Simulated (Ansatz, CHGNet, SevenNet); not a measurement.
# ZnSnO3 (R3c, No. 161, 10 atoms in the cell; start mp-13334): properties by level of theory

| level (code) | lattice constant a (Å) | lattice parameter c (Å) |
|---|---|---|
| CHGNet 0.3.0 | [?] | 14.231 |
| SevenNet-l3i5 | 5.345 | 14.242 |
| LDA (Ansatz) | 5.224 | 13.860 |
| PBE (Ansatz) | 5.342 | 14.210 |
| PBEsol (Ansatz) | 5.278 | [?] |

Problem. Complete the blanks.

Solution. 
- CHGNet 0.3.0, lattice constant a (Å): 5.353
- PBEsol (Ansatz, an electronic-structure program), lattice parameter c (Å): 14.010

Caveats: the relaxation could not lower the start's symmetry, so the cell can be a saddle point above a distorted one (CHGNet 0.3.0, SevenNet-l3i5, PBE). Ansatz's density-functional and Hartree–Fock values are scalar-relativistic unless marked +SOC, with PAW data made under PBE.

The computed numbers hold no vibrational or temperature effects.

A start named mp-… is a Materials Project structure, which need not be a measured phase.
